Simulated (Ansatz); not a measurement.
Start from Ga$_{2}$O$_{3}$ in the corundum structure (space group R-3c, No. 167).

```xyz
10
Lattice="2.4750 1.4289 4.4353 -2.4750 1.4289 4.4353 0.0000 -2.8578 4.4353" Properties=species:S:1:pos:R:3 pbc="T T T"
Ga     0.0000     0.0000     8.5721
Ga     0.0000     0.0000     1.9192
Ga     0.0000     0.0000     4.7337
Ga     0.0000     0.0000    11.3865
O      0.7494     1.5599     5.5441
O     -1.7256    -0.1309     5.5441
O     -0.7494    -1.5599     7.7617
O     -0.9762     1.4289     7.7617
O      1.7256     0.1309     7.7617
O      0.9762    -1.4289     5.5441
```

Level of theory: Ansatz (a program for electronic structure), LDA, PAW, cutoff 420 eV, scalar-relativistic without spin-orbit coupling.

Base values:

- c/a ratio = 2.688
- Smallest direct gap = 3.31 eV
- Band gap = 3.04 eV
- Lattice parameter a = 4.950 Å
- Gap character = indirect, Γ–S₀ (50 % along) → Γ

Modification: cell and atoms relaxed at a pressure of 15 GPa.

### Question
How does this affect the c/a ratio, smallest direct gap, band gap, lattice parameter a and gap character?

### Answer
The c/a ratio decreases by 0.020, from 2.688 to 2.668; the smallest direct gap grows by 0.66 eV to 3.97 eV; the band gap goes up by 0.62 eV to 3.66 eV; the lattice parameter a falls by 0.079 Å, from 4.950 Å to 4.871 Å; the gap character is still indirect, Γ–S₀ (50 % along) → Γ.

Load acts through the strain it causes; cell and atoms are relaxed under it. Stability against distortions was not tested. Competing high-pressure phases were not computed.
